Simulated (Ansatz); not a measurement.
Point defects in ZrO2

The parent structure is a 12-atom supercell of ZrO₂ (space group P4_2/nmc, No. 137; a = 3.621 Å, c = 5.284 Å) at its relaxed geometry.

One neutral defect a cell, atoms relaxed at fixed cell.

Level of theory: PBE, PAW, 420 eV (Ansatz, a program for electronic structure; no spin-orbit coupling), earlier PAW set.

Candidates:
(a) O vacancy
(b) Cr on a Zr site
(c) Zr on a O site (antisite)

Before the change:

The pressure is 0.0 GPa.

Task: Order them by pressure, highest first.

Result: (c) Zr on a O site (antisite) (31.2 GPa), (a) O vacancy (-2.4 GPa), (b) Cr on a Zr site (-8.8 GPa)

In so small a cell the defect repeats every few ångströms: this is an ordered compound, not a dilute defect. Starting moments died away, wholly or in part, for O vacancy and Zr on a O site (antisite); another magnetic solution may exist. No Hubbard U is applied and the magnetic state is the run's own (Zr3CrO8 magnetic); other magnetic orders, which need larger cells, were not tried and can change the gap. This is not the structure that ZrO2 has at room temperature and ambient pressure.
